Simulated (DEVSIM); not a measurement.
System: abrupt Si n-p junction, at 300 K.

```
layer (left to right)  material  thickness (μm)  Nd (cm⁻³)  Na (cm⁻³)   τn (s)   τp (s)
---------------------  --------  --------------  ---------  ---------  -------  -------
1                            Si            69.0     5.5e15          -  0.00018  0.00018
2                            Si            28.0          -     1.1e14  0.00018  0.00018
```

Left contact: ohmic. Right contact: ohmic. Voltage is applied to the left contact. Recombination: SRH at mid-gap, Auger. Mobility is μmin + (μ − μmin)/(1 + (N/Nref)^α).

This is a model device: material constants are rounded textbook-type values typed into the input, and sizes, dopings and lifetimes were drawn at random. Values at 300 K; Nc and Nv go as T^1.5, mobilities as T to minus their exponent, the gap by Varshni's rule with the affinity fixed.

| parameter | Si |
|---|---|
| gap (eV) | 1.124 |
| affinity (eV) | 4.05 |
| permittivity | 11.7 |
| Nc (cm⁻³) | 2.86e19 |
| Nv (cm⁻³) | 3.1e19 |
| μn (cm²/Vs) | 1417 |
| μp (cm²/Vs) | 470 |
| μn,min | 52 |
| μp,min | 45 |
| Nref,n | 9.7e16 |
| Nref,p | 2.2e17 |
| αn | 0.68 |
| αp | 0.72 |
| T exponent of μn | 2.3 |
| T exponent of μp | 2.2 |
| Cn (cm⁶/s) | 2.8e-31 |
| Cp (cm⁶/s) | 9.9e-32 |
| Varshni α (eV/K) | 0.000473 |
| Varshni β (K) | 636 |

DEVSIM, 1D drift-diffusion, Boltzmann statistics, complete ionisation; no tunnelling, impact ionisation, image-force lowering or self-heating.

The temperature was swept, all else fixed.

```json
[
 {"temperature (K)": "250", "potential step across the device at zero bias (V)": "0.693", "dark forward voltage at 1 A/cm² (V)": "0.658"},
 {"temperature (K)": "300", "potential step across the device at zero bias (V)": "0.578", "dark forward voltage at 1 A/cm² (V)": "0.546"},
 {"temperature (K)": "350", "potential step across the device at zero bias (V)": "0.460", "dark forward voltage at 1 A/cm² (V)": "0.434"},
 {"temperature (K)": "400", "potential step across the device at zero bias (V)": "0.339", "dark forward voltage at 1 A/cm² (V)": "(withheld)"},
 {"temperature (K)": "450", "potential step across the device at zero bias (V)": "0.222", "dark forward voltage at 1 A/cm² (V)": "0.208"},
 {"temperature (K)": "500", "potential step across the device at zero bias (V)": "0.138", "dark forward voltage at 1 A/cm² (V)": "0.113"}
]
```

Task: Complete the blanks.

Result: 
- 400, dark forward voltage at 1 A/cm² (V): 0.321
